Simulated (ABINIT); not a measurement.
# Worked example: self-consistent single point of Sc (P6_3/mmc, 4 atoms in the cell) in ABINIT

Method: PBE, PAW (JTH v2.0 PBE PAW) (plane waves; ABINIT 10.0.3).

The input file:

```
# Sc, JTH v2.0 PBE PAW
pp_dirpath "./"
pseudos "Sc.GGA_PBE-JTH.xml"
acell 3*1.0
rprim
         6.0830366383   -0.0000001927    0.0000000000
        -3.0415181523    5.2680643573    0.0000000000
         0.0000000000    0.0000000000   19.5722090570
natom 4
ntypat 1
znucl 21
typat 1 1 1 1
xcart
         0.0000000000    0.0000000000    0.0000000000
         0.0000000000    0.0000000000    5.1785835000
         0.0000000589    1.8584930350    2.5892917500
         1.6095022105    0.9292464665    7.7678752500
      Angstrom
ecut 30 Ha
pawecutdg 60 Ha
pawxcdev 0
occopt 3
tsmear 0.00183747
nband 29
kptopt 1
ngkpt 8 8 3
nshiftk 1
shiftk 0 0 0
nstep 100
toldfe 1.0e-09
prtwf 0
prtden 0
prtvol 1
```

Output, abridged:

```
 Symmetries : space group P6_3/m m c (#194); Bravais hP (primitive hexag.)

 -outvars: echo values of preprocessed input variables --------
            acell      1.0000000000E+00  1.0000000000E+00  1.0000000000E+00 Bohr
             ecut      3.00000000E+01 Hartree
              ixc     -101130
         kptrlatt        8    0    0      0    8    0      0    0    3
          kptrlen      4.86642931E+01
            natom           4
            nband          29
            ngfft          30      30     100
          ngfftdg          45      45     144
             nkpt          20
            nstep         100
             nsym          24
           ntypat           1
           occopt           3
        pawecutdg      6.00000000E+01 Hartree
         pawxcdev           0
            rprim      6.0830366383E+00 -1.9270000000E-07  0.0000000000E+00
                      -3.0415181523E+00  5.2680643573E+00  0.0000000000E+00
                       0.0000000000E+00  0.0000000000E+00  1.9572209057E+01
          spgroup         194
           toldfe      1.00000000E-09 Hartree
           tsmear      1.83747000E-03 Hartree
            typat      1  1  1  1
           useylm           1
             xred      0.0000000000E+00  0.0000000000E+00  1.0928863370E-09
                       0.0000000000E+00  0.0000000000E+00  5.0000000109E-01
                       3.3333333333E-01  6.6666666667E-01  2.5000000109E-01
                       6.6666666667E-01  3.3333333333E-01  7.5000000109E-01
            znucl       21.00000

== DATASET  1 ==================================================================

 Real(R)+Recip(G) space primitive vectors, cartesian coordinates (Bohr,Bohr^-1):
 R(1)=  6.0830366 -0.0000002  0.0000000  G(1)=  0.1643916  0.0949115  0.0000000
 R(2)= -3.0415182  5.2680644  0.0000000  G(2)=  0.0000000  0.1898230  0.0000000
 R(3)=  0.0000000  0.0000000 19.5722091  G(3)=  0.0000000  0.0000000  0.0510929
 Unit cell volume ucvol=  6.2720764E+02 bohr^3
 Angles (23,13,12)=  9.00000000E+01  9.00000000E+01  1.20000000E+02 degrees

 Coarse grid specifications (used for wave-functions):

 getcut: wavevector=  0.0000  0.0000  0.0000  ngfft=  30  30 100
         ecut(hartree)=     30.000   => boxcut(ratio)=   2.00169

 Fine grid specifications (used for densities):

 getcut: wavevector=  0.0000  0.0000  0.0000  ngfft=  45  45 144
         ecut(hartree)=     60.000   => boxcut(ratio)=   2.07440

   2.76064836E+03                                ecore*ucvol(ha*bohr**3)

_setup2: Arith. and geom. avg. npw (full set) are    4920.255    4920.215

--- !BeginCycle
solver: {iscf: 17, nstep: 100, nline: 4, wfoptalg: 10, }
tolerances: {toldfe: 1.00E-09, }
...

     iter   Etot(hartree)      deltaE(h)  residm     nres2
 ETOT  1  -184.23722912140    -1.842E+02 4.812E+00 4.551E+01
 ETOT  2  -188.09850419589    -3.861E+00 1.449E-01 1.827E+01
 ETOT  3  -188.10178580743    -3.282E-03 3.648E-02 8.445E+00
 ETOT  4  -188.09933658466     2.449E-03 1.573E-02 4.533E+00
 ETOT  5  -188.09718251435     2.154E-03 2.250E-02 2.035E+00
 ETOT  6  -188.09516123886     2.021E-03 1.306E-02 2.112E-01
   [... 4 lines left out ...]
 ETOT 11  -188.09504181326     1.258E-06 1.362E-03 6.592E-04
 ETOT 12  -188.09504150412     3.091E-07 8.369E-04 8.770E-06
 ETOT 13  -188.09504151775    -1.362E-08 1.610E-03 2.830E-06
 ETOT 14  -188.09504151834    -5.998E-10 1.052E-03 1.860E-06
 ETOT 15  -188.09504151790     4.443E-10 1.660E-03 8.493E-07

 At SCF step   15, etot is converged :
  for the second time, diff in etot=  4.443E-10 < toldfe=  1.000E-09

 Cartesian components of stress tensor (hartree/bohr^3)
  sigma(1 1)= -1.17432379E-04  sigma(3 2)=  0.00000000E+00
  sigma(2 2)= -1.17432379E-04  sigma(3 1)=  0.00000000E+00
  sigma(3 3)= -1.00039109E-04  sigma(2 1)=  4.33489780E-14

 ----iterations are completed or convergence reached----

 reduced coordinates (array xred) for    4 atoms
       0.000000000000      0.000000000000      0.000000001093
       0.000000000000      0.000000000000      0.500000001093
       0.333333333333      0.666666666667      0.250000001093
       0.666666666667      0.333333333333      0.750000001093
 cartesian forces (eV/Angstrom) at end:
    1      0.00000000000000     0.00000000000000    -0.00000000000000
    2      0.00000000000000     0.00000000000000    -0.00000000000000
    3      0.00000000000000    -0.00000000000000    -0.00000000000000
    4     -0.00000000000000     0.00000000000000    -0.00000000000000
 frms,max,avg= 7.3156925E-28 1.3962929E-27   0.000E+00  0.000E+00  0.000E+00 e/A
 length scales=  1.000000000000  1.000000000000  1.000000000000 bohr
              =  0.529177208590  0.529177208590  0.529177208590 angstroms
 Fermi (or HOMO) energy (hartree) =   0.26155   Average Vxc (hartree)=  -0.35852
 Eigenvalues (hartree) for nkpt=  20  k points:
 kpt#   1, nband= 29, wtk=  0.00521, kpt=  0.0000  0.0000  0.0000 (reduced coord)
  -1.54966   -1.54852   -1.54774   -1.54659   -0.77297   -0.76478   -0.76314   -0.75748
  -0.75748   -0.75639   -0.75639   -0.75608   -0.75608   -0.75498   -0.75498   -0.75461
   0.06762    0.12420    0.12460    0.19564    0.27854    0.29156    0.29361    0.31804
   0.31815    0.31952    0.32047    0.32664    0.33109
      occupation numbers for kpt#   1
   2.00000    2.00000    2.00000    2.00000    2.00000    2.00000    2.00000    2.00000
   2.00000    2.00000    2.00000    2.00000    2.00000    2.00000    2.00000    2.00000
   2.00000    2.00000    2.00000    2.00000    0.00019    0.00000    0.00000    0.00000
   0.00000    0.00000    0.00000    0.00000    0.00000
 prteigrs : prtvol=0 or 1, do not print more k-points.

--- !EnergyTerms
comment             : Components of total free energy in Hartree
kinetic             :  2.64726631035205E+01
hartree             :  4.38753566584891E+01
xc                  : -1.28661007927963E+01
Ewald energy        : -1.29612795674126E+02
psp_core            :  4.40149029583396E+00
local_psp           : -1.52836306241036E+02
spherical_terms     :  3.24725795872244E+01
internal            : -1.88093113062891E+02
'-kT*entropy'       : -2.20867223609288E-03
total_energy        : -1.88095321735127E+02
total_energy_eV     : -5.11833400200474E+03
...

-Cartesian components of stress tensor (GPa)         [Pressure=  3.2844E+00 GPa]
- sigma(1 1)= -3.45497929E+00  sigma(3 2)=  0.00000000E+00
- sigma(2 2)= -3.45497930E+00  sigma(3 1)=  0.00000000E+00
- sigma(3 3)= -2.94325171E+00  sigma(2 1)=  1.27537075E-09

 Calculation completed.
```

The run converged in 15 iterations.

The starting cell was generated: these elements placed on a structure prototype, without a prior relaxation; it need not be a known phase or ordering of this composition. Its lattice was rescaled by a random factor within 2.5 % of one. With a pressure of about 3 GPa the cell is away from its equilibrium volume at this level.

Cost on one core of a shared machine: roughly 6 min.
